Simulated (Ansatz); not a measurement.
Base system: MoS2 (space group P6_3/mmc, No. 194; a = 3.1494 Å, c = 12.0915 Å; layered, stacked along the Cartesian z axis).

The values are results of Ansatz (a first-principles code), PBE-D3(BJ), PAW, cutoff 420 eV, scalar-relativistic without spin-orbit coupling, earlier PAW set, not measurements.

For the base:

| Property | Result |
|---|---|
| Gap between the host's bands | 0.77 eV |
| Gap character | indirect, Γ → k = (0.176, 0.176, 0) in the run's primitive reciprocal basis |

Perturbation: 0.727 holes added to each cell, a density of 7.0×10^21 cm⁻³, with a uniform compensating background at fixed cell and a 300 K Fermi–Dirac width.

Question: What does the calculation give for the Fermi level from band edge after the change?

Answer: The Fermi level relative to the doped band's edge (positive inside the band; to 0.05 eV) comes out as +1.00 eV.

Question: How does this affect the gap between the host's bands?

Answer: The gap between the host's bands grows by 0.06 eV to 0.83 eV.

Question: Predict the new gap character.

Answer: The gap character stays indirect, Γ → k = (0.176, 0.176, 0) in the run's primitive reciprocal basis.

Charged cell with a jellium background: band edges are those of the host's band count, energies are not comparable with the neutral cell, and many-body gap narrowing is missing. No phonon test of stability was made.
